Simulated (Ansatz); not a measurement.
The starting structures come from a database of crystals and need not be the phases stable at ambient conditions.

By PBEsol, the system below comes out a metal.

A figure of merit of an interconnect metal is its ballistic conductance per area.

```yaml
crystal:
  lattice:
    - [3.30133, 0.00000, 0.00000]
    - [0.00000, 4.66879, 0.00000]
    - [0.00000, 2.33439, 2.33439]
  atoms:
    - { symbol: Li, position: [0.50000, 0.50000, 0.00000] }
    - { symbol: Hg, position: [0.00000, 0.00000, 0.00000] }
```

Space group of this cell: Pm-3m, CsCl type. The cell is taken as given; by PBEsol its mean pressure is -1.4 GPa.

The current flows along the normal of the first two printed cell vectors, the (110) plane of the conventional cell. No spin-orbit coupling; the value is a mean over 0.1 eV about the Fermi level.

**Question.** Give the ballistic conductance per area that PBEsol (Ansatz, a program for electronic structure) yields.

**Answer.** 0.82 × 10¹⁵ S/m² for both spins.
